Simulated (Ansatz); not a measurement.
The parent structure is MgH2 in the CdCl2 type structure (space group R-3m, No. 166; a = 3.009 Å, c = 12.594 Å (hexagonal axes); a hypothetical phase, not in the database extracts checked). Axes: x lies along a and z along c of the hexagonal cell.

Calculations: r2SCAN+rVV10 (Ansatz, a program for electronic structure), no SOC.

Base values:

The pressure is 0.00 GPa and the shortest interatomic distance comes out as 1.963 Å.

One thing is altered: tensor shear ε_xz = −0.79 % (engineering shear γ = -0.0158), atoms relaxed at fixed cell.

Q: Estimate the effect on the largest internal atomic displacement, energy relative to the base, pressure and shortest interatomic distance.

A: The largest internal atomic displacement amounts to 0.014 Å; the energy hardly moves; the pressure (mean of the normal stresses, compression positive) stays 0.00 GPa; the shortest interatomic distance hardly moves (1.963 Å against 1.962 Å).

The cells carry an imposed strain or load. Stability against distortions was not tested.
